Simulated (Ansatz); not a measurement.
Base system: ZrSi2 (space group Cmcm, No. 63; a = 3.704 Å, b = 14.792 Å, c = 3.679 Å). Axes: x, y, z lie along a, b, c of the conventional cell.

All numbers come from Kohn–Sham DFT with the PBE functional, run in Ansatz (a quantum-chemistry and plane-wave program) with PAW and 420 eV plane waves, no spin-orbit coupling.

For the base:

```
Property                         Value
-----------------------------  -------
Shortest interatomic distance  2.420 Å
```

Perturbation: uniaxial strain ε_yy = −3.61 %, all other strain components held at zero, atoms relaxed at fixed cell.

### Question
What happens to the energy relative to the base?

### Answer
The energy goes up by 13 meV/atom.

### Question
How does this affect the shortest interatomic distance?

### Answer
The shortest interatomic distance increases by 0.003 Å, from 2.420 Å to 2.423 Å.

Without a gap, meshes like the base's 13×13×13 leave anisotropic stresses uncertain by several tenths of a GPa, and small strain energies with them. No phonon test of stability was made. All final runs are without spin polarisation.
